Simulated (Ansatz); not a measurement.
Band structure of Al₂CdS₄ (I-4, 7 atoms in the cell).

```xyz
7
Lattice="-2.7949 2.7949 5.0861 2.7949 -2.7949 5.0861 2.7949 2.7949 -5.0861" Properties=species:S:1:pos:R:3 pbc="T T T"
Al     0.0000     2.7949     2.5430
Al     0.0000     0.0000     5.0861
Cd     0.0000     0.0000     0.0000
S     -1.2306     1.3155     3.7205
S      1.3155     1.2306     6.4517
S      4.0255     1.4793    -1.3656
S      1.4793     1.5642     1.3656
```

Computed with PBEsol, PAW files made with PBE (plane waves; Ansatz, a first-principles code).

Settings: basis.ecutwfc = 420 eV; kpoints.mp_grid.grid = 6 6 6; hamiltonian.xc = pbesol; hamiltonian.pseudopotentials = {kind: paw} (the program's default PAW files); scf.occupations.method = fixed; kpoints.band_path.npoints = 8.

The starting cell comes from a database of computed structures (which also holds hypothetical and non-ambient phases and stackings), without a prior relaxation at this level.

Problem. Predict the gap along the standard path and the places of the band edges.

Solution. The gap along the path is 2.70 eV, from X to Γ; the smallest direct gap on it is 2.77 eV.

Levels in eV from the top of the valence band on the path, bands 22 to 29:
```
point     22     23     24     25    26    27    28    29
-----  -----  -----  -----  -----  ----  ----  ----  ----
Γ      -1.17  -0.10  -0.10  -0.07  2.70  3.43  4.75  6.04
X      -0.63  -0.28  -0.25   0.00  3.38  4.64  4.90  5.79
Y      -0.71  -0.36  -0.34  -0.12  3.67  4.76  5.18  5.44
S      -1.12  -0.88  -0.34  -0.03  4.11  4.49  4.67  5.42
Z      -1.14  -1.13  -0.39  -0.39  3.71  3.71  3.80  4.53
S1     -1.12  -0.88  -0.34  -0.03  4.11  4.49  4.67  5.42
N      -0.89  -0.80  -0.45  -0.10  4.49  5.07  5.22  5.60
P      -0.67  -0.51  -0.30  -0.13  3.66  4.68  4.79  5.82
Y1     -0.71  -0.36  -0.34  -0.12  3.67  4.76  5.18  5.44
```

Keys are those of Ansatz 0.2.
